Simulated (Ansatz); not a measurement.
Convergence test for K2PbF6 (Fm-3m, 9 atoms in the cell)

```xyz
9
Lattice="0.0000 4.3829 4.3829 4.3829 0.0000 4.3829 4.3829 4.3829 0.0000" Properties=species:S:1:pos:R:3 pbc="T T T"
K      2.1915     2.1915     2.1915
K      6.5744     6.5744     6.5744
Pb     0.0000     0.0000     0.0000
F      2.0775     4.3829     4.3829
F      6.6883     4.3829     4.3829
F      4.3829     2.0775     4.3829
F      4.3829     6.6883     4.3829
F      4.3829     4.3829     2.0775
F      4.3829     4.3829     6.6883
```

Method of the run: PBE (plane waves, PAW; Ansatz, an electronic-structure program).

The starting cell was generated: these elements placed on a structure prototype, without a prior relaxation; it need not be a known phase or ordering of this composition. Its lattice was rescaled by a random factor within 2.5 % of one. Spin-orbit coupling is off. Ansatz's pressure includes its estimate of the finite-basis (Pulay) stress.

Held fixed: hamiltonian.xc = pbe; hamiltonian.pseudopotentials = {kind: paw} (the program's default PAW files); scf.occupations.method = gaussian; scf.occupations.width = 0.1 eV.

ΔF is the free energy per atom less that of the last row (16 16 16).

| kpoints.mp_grid.grid | ΔF (meV/atom) | pressure (GPa) | largest force (eV/Å) | gap on the mesh (eV) | k-points | iterations |
|---|---|---|---|---|---|---|
| 1 1 1 | 200.3 | 5.14 | 0.100 | 3.683 | 1 | 7 |
| 2 2 2 | 0.95 | 1.49 | 0.281 | 3.786 | 3 | 6 |
| 3 3 3 | -0.07 | 1.47 | 0.286 | 3.787 | 4 | 6 |
| 4 4 4 | -0.05 | 1.47 | 0.286 | 3.787 | 8 | 6 |
| 5 5 5 | -0.05 | 1.47 | 0.286 | 3.787 | 10 | 6 |
| 6 6 6 | 0.00 | 1.47 | 0.286 | 3.787 | 16 | 6 |
| 7 7 7 | -0.01 | 1.47 | 0.286 | 3.787 | 20 | 6 |
| 9 9 9 | 0.00 | 1.47 | 0.286 | 3.787 | 35 | 6 |
| 10 10 10 | 0.00 | 1.47 | 0.286 | 3.787 | 47 | 6 |
| 13 13 13 | -0.01 | 1.47 | 0.286 | 3.787 | 84 | 6 |
| 16 16 16 | 0.00 | 1.47 | 0.286 | 3.787 | 145 | 6 |

Energy within 5 meV/atom of the last row: from kpoints.mp_grid.grid = 2 2 2 on; the one before it is off by 200 meV/atom.

Pressure within 0.1 GPa of the last row: from kpoints.mp_grid.grid = 2 2 2 on; the one before it is off by 3.7 GPa. The value it settles on is 1.47 GPa at this level of theory and with the other settings as held.

The gap is read on the k-point mesh of the run and can differ from the gap over the whole zone at this level.

Keys are those of Ansatz 0.2.
